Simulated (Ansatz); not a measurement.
**Converging the plane-wave cutoff: NiPt (R3m, 2 atoms in the cell)**

```yaml
crystal:
  lattice:
    - [1.34683, 0.77759, 4.20850]
    - [-1.34683, 0.77759, 4.20850]
    - [0.00000, -1.55519, 4.20850]
  atoms:
    - { symbol: Ni, position: [0.00396, 0.00396, 0.00396], spin: 2.0 }
    - { symbol: Pt, position: [0.50000, 0.50000, 0.50000] }
```
(The spins are starting values, not results.)

Level of theory: LDA (PW92), default PAW files made with PBE (plane waves; Ansatz, a quantum-chemistry and plane-wave program).

Base settings: basis.ecutwfc = 420 eV; kpoints.mp_grid.grid = 10 10 10; hamiltonian.xc = lda; hamiltonian.pseudopotentials = {kind: paw} (the program's default PAW files); magnetization.spin_polarized = true; scf.occupations.method = fermi_dirac; scf.occupations.width = 0.1 eV.

The second cell is the first with its lattice scaled by 0.98.

The mesh stays at the base's, so the ladder's end is converged at best in this setting alone.

The first pressure column holds Ansatz's estimate of the finite-basis (Pulay) stress, which hides part of the cutoff error; the other is without it.

Only quantities that move along the ladder and can be compared are tabulated.

The magnetic state is not the same in all runs (site moments differ, or a search went on to a lower state), so steps between rows are not convergence errors alone.

The count of work is k-points × plane waves × bands × iterations; it is no time. 

The starting cell comes from a database of computed structures (which also holds hypothetical and non-ambient phases and stackings), without a prior relaxation at this level. Its lattice was rescaled by up to half a per cent. One atom was moved a little off its site on purpose. With one magnetic atom in the cell only a parallel order is possible. In the base run, with a pressure of about -9 GPa the cell is away from its equilibrium volume at this level.

| basis.ecutwfc | free energy less the last step's (meV/atom) | energy of the compressed cell less the first (meV/atom) | pressure (GPa) | pressure without the Pulay estimate (GPa) | largest difference of a force vector from the last step's (eV/Å) | count of work / last |
|---|---|---|---|---|---|---|
| 145 eV | 82118.74 | 430.04 | -122.40 | -3392.88 | 4.188 | 0.049 |
| 170 eV | 34977.59 | -205.23 | -111.45 | -1685.86 | 0.965 | 0.068 |
| 190 eV | 18178.76 | -327.60 | -55.61 | -978.92 | 1.074 | 0.069 |
| 210 eV | 9179.18 | -74.42 | -16.26 | -563.84 | 0.652 | 0.096 |
| 230 eV | 4420.71 | 22.93 | 1.51 | -310.90 | 0.223 | 0.11 |
| 250 eV | 1988.90 | 57.79 | 1.72 | -164.50 | 0.054 | 0.12 |
| 295 eV | 275.07 | -2.99 | -8.95 | -39.55 | 0.050 | 0.16 |
| 335 eV | 37.90 | -10.88 | -9.50 | -14.91 | 0.007 | 0.19 |
| 380 eV | 4.47 | -10.41 | -9.47 | -9.90 | 0.000 | 0.22 |
| 420 eV | 2.39 | -10.47 | -9.47 | -9.54 | 0.000 | 0.26 |
| 460 eV | 1.68 | -10.50 | -9.48 | -9.54 | 0.000 | 0.28 |
| 505 eV | 1.15 | -10.52 | -9.48 | -9.51 | 0.000 | 0.36 |
| 565 eV | 0.83 | -10.55 | -9.49 | -9.51 | 0.000 | 0.39 |
| 630 eV | 0.49 | -10.57 | -9.49 | -9.52 | 0.000 | 0.55 |
| 735 eV | 0.14 | -10.58 | -9.49 | -9.50 | 0.000 | 0.62 |
| 840 eV | 0.06 | -10.58 | -9.49 | -9.50 | 0.000 | 0.77 |
| 1010 eV | 0.00 | -10.58 | -9.49 | -9.49 | 0.000 | 1.0 |

Coarsest basis.ecutwfc that holds the forces within 0.02 eV/Å of the last step, with all finer ones: 335 eV, at 0.19 of the last step's count of work; the step before is off by 0.050 eV/Å.

Coarsest basis.ecutwfc that holds the pressure within 0.5 GPa of the last step, with all finer ones: 335 eV, at 0.19 of the last step's count of work; the step before is off by 0.54 GPa.

Coarsest basis.ecutwfc that holds the pressure without the Pulay estimate within 1 GPa of the last step, with all finer ones: 380 eV, at 0.22 of the last step's count of work; the step before is off by 5.4 GPa.

The energy difference between the two cells stays within 1 meV/atom of the last step's from 335 eV on, the total only from 565 eV on: much of the error is common to both cells and cancels.

At the lowest cutoff the pressure without the Pulay estimate lies 3380 GPa under the last step's, the usual sign of Pulay stress in an incomplete plane-wave basis.

Keys are those of Ansatz 0.2.
